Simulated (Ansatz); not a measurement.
# SnTe: energy against strain

SnTe (rock salt, Fm-3m, 30.296 Å³/atom at rest, cube axes along x, y and z) under a strain ε along a cube axis (axis z), the other axes held. LDA in Ansatz, a plane-wave DFT program (PAW, default set), 420 eV, 9×9×9 Γ-centred mesh, Fermi-Dirac smearing 0.05 eV; ions are relaxed within the symmetry of each cell.

Here s stands for strain and y for E less E0.

| strain (%) | E less E0 (meV/atom) |
|---|---|
| -3.00 | ? |
| -1.50 | 3.32 |
| -1.00 | 1.45 |
| -0.50 | 0.36 |
| 0.00 | 0.00 |
| 0.50 | 0.34 |
| 1.00 | 1.33 |
| 1.50 | 2.94 |

Taking a parabola for y over the 7 complete rows: Least squares gives y = 0.001 - 0.1000·s + 1.3905·s². Residuals (row less fit): 0.040, -0.042, -0.039, -0.001, 0.041, 0.039, -0.040; standard error 0.049 (degrees of freedom: 4). Twice the quadratic coefficient over the volume, 2 × 1.3905 meV × 10⁴ × 0.1602 / 30.296 Å³, is the elastic constant C11 = 147 ± 2 GPa.

**Question.** What does the fit predict for y at s = -3.00, and how far is the calculated value from it?

**Answer.** y = 0.001 - 0.1000 × (-3.0) + 1.3905 × (-3.0)² = 12.815 meV/atom. The calculation gives 14.08 meV/atom, 1.265 meV/atom above the prediction (9.0 % of the range of y in the table). The row lies outside the fitted rows, so this is an extrapolation. From the scatter of the fitted rows alone, a prediction at this place has a standard error of 0.187 meV/atom, so the miss is 6.8 times that.

One order more, fitted to all 13 runs of the series, follows each within 0.01, so the miss is the next term of a smooth law. SnTe stands in this structure, which distorts at low temperature. Rows are the converged runs of the series near zero and its far end; series whose fitted rows scatter by over a few per cent of the range, as at a crossing or softening among them, aren't shown in this form. Most that stay on the fit to the last digits aren't either.
